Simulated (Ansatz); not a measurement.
The parent structure is PbS (space group P6_3/mmc, No. 194; a = 5.001 Å, c = 5.982 Å; a hypothetical phase, not in the database extracts checked).

The change: cell and atoms relaxed at a pressure of 3 GPa.

Levels (all Ansatz, a quantum-chemistry and plane-wave program, PAW): r2SCAN (500 eV, no spin-orbit coupling); HSE06 (420 eV, no SOC).

The geometry is relaxed with r2SCAN.

- r2SCAN band gap: 1.62 eV

Question: Predict the band gap from HSE06.

Answer: The band gap goes up by 0.22 eV to 1.84 eV.

Single points use the geometry relaxed with r2SCAN. Their cutoffs differ, which shifts pressures a little. HSE06 was sampled on its mesh, a few special points and the semilocal edge points, so its gap is an upper bound. Spin-orbit coupling, missing from the scalar runs, can matter with Pb. Load acts through the strain it causes; cell and atoms are relaxed under it. Stability against distortions was not tested. The base started in P6_3mc and relaxed to P6_3/mmc at this level.
